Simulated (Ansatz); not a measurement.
Structures of equal composition on the (000-1) surface of wurtzite GaN (N plane on top): 2x2 Ga adatom at H3; 2x2 Ga adatom at T1; 2x2 Ga adatom at T4. The slabs share one bottom face, and each structure is named by its start. These are constructed structures in small cells; real faces may alloy, dewet or reconstruct in larger ones, and not all known structures of the face are among them. Slabs of about 14 Å, Fermi-Dirac smearing of 0.025 eV. Bottom of the slabs: H caps. Relaxed from the named starts with such symmetry as they have, on meshes of like density; energies extrapolated to zero smearing; spin only where a row says so; no spin-orbit coupling, no U. Brackets mark spin-polarised runs, whose order is one that fits the cell. Where a second, spin-polarised start was run, the lower counts.

Method: PBE (plane waves to 420 eV, PAW; Ansatz, a first-principles code).

**Question.** Put the candidates in order of energy per 1x1 cell, lowest first, for PBE.

**Answer.** 2x2 Ga adatom at H3 (0.000 eV, gap 0.64 eV on the mesh), 2x2 Ga adatom at T4 (0.212 eV (3 Ga–N bonds formed), gap 0.32 eV on the mesh), 2x2 Ga adatom at T1 (0.341 eV [spin, 2.0 μB a cell], no gap on the mesh)
